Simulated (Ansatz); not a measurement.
IrC (model structure, F-43m, No. 216, 2 atoms in the cell), treated with LDA (Ansatz, a first-principles code, plane waves, PAW).

Numerical settings: plane-wave cutoff 520 eV, 20×20×20 k mesh, Fermi–Dirac smearing 0.05 eV, no spin polarisation, scalar-relativistic PAW data made under PBE.

Cell (relaxed at this level):

```
IrC
1.0
    0.00000     2.27765     2.27765
    2.27765     0.00000     2.27765
    2.27765     2.27765     0.00000
Ir C
1 1
Direct
  0.00000   0.00000   0.00000
  0.25000   0.25000   0.25000
```

What does this level give for the bulk modulus?


- bulk modulus: 313 GPa

Note: the run has no spin polarisation, so it can have missed a magnetic state; the bulk modulus is −V dP/dV from two relaxed cells at ±2 % in volume; the relaxation could raise the start's symmetry but not lower it, so the cell can be a saddle point.

Spin–orbit coupling is not included; it can open a gap where bands touch, and shift volumes and moduli.

Computing time: about 80 core-seconds (a rough figure).

A model structure was made by putting elements into a prototype or built by hand; it is no filed structure, need not be a known phase, and can be a saddle point held by its symmetry.
